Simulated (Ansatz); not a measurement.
Name crystals whose resistivity at 300 K lies between 3.7 and 5.7 μΩ·cm and whose electron-phonon coupling λ lies between 0.23 and 0.35, by Ansatz (a first-principles code) with PBEsol, DFPT electron-phonon coupling, linearised Boltzmann equation.

Many crystals can fit; among those computed here:
- CuZn (Pm-3m): 4.4 μΩ·cm, 0.31
- TiRe (Pm-3m): 5.5 μΩ·cm, 0.30
- Ir₂P (Fm-3m): 4.4 μΩ·cm, 0.26
- W (Im-3m): 5.1 μΩ·cm, 0.30
- CuSn (P6_3/mmc): 5.7 μΩ·cm, 0.32

Metals; harmonic phonons alone scatter; means over directions. Halving the electron mesh moves these values by up to 9 %; q meshes are mostly untested. Some of the runs warned that the eigensolver left states short of its tolerance. Spin-orbit coupling is left out.

Formula and space group known from diffraction (Crystallography Open Database), not checked to be the room-temperature form: CuSn (P6_3/mmc), Ir2P (Fm-3m), TiRe (Pm-3m). The missing spin-orbit coupling matters most for Ir2P (Fm-3m), TiRe (Pm-3m), W (Im-3m).
